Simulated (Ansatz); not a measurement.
# GaAs under a change: As → Os

Base system: GaAs in the zinc blende structure (space group F-43m, No. 216; a = 5.7456 Å).

Now apply this change: every As is replaced by Os; the structure is relaxed again.

Calculations: PBE/PAW in Ansatz (a program for electronic structure), no spin-orbit coupling. Settings: 14×14×14 k-points, 0.05 eV Fermi–Dirac smearing, for the changed cell.

| quantity | base | changed | shift |
|---|---|---|---|
| volume per atom | 23.71 Å³ | 22.13 Å³ | -1.58 Å³ |
| lattice parameter a | 5.746 Å | 5.615 Å | -0.131 Å |
| space group | F-43m (No. 216) | F-43m (No. 216) | – |
| shortest interatomic distance | 2.488 Å | 2.431 Å | -0.057 Å |
| band gap | 0.16 eV | zero | – |

No phonon test of stability was made. As relaxed here, GaOs is a hypothetical phase, not in the database extracts checked. All final runs are without spin polarisation. An odd electron count without spin: GaOs. GaOs has a high density of states at the Fermi level and may be magnetic at this level. A zero or small gap of GaAs can be the functional's error rather than a property of the material.
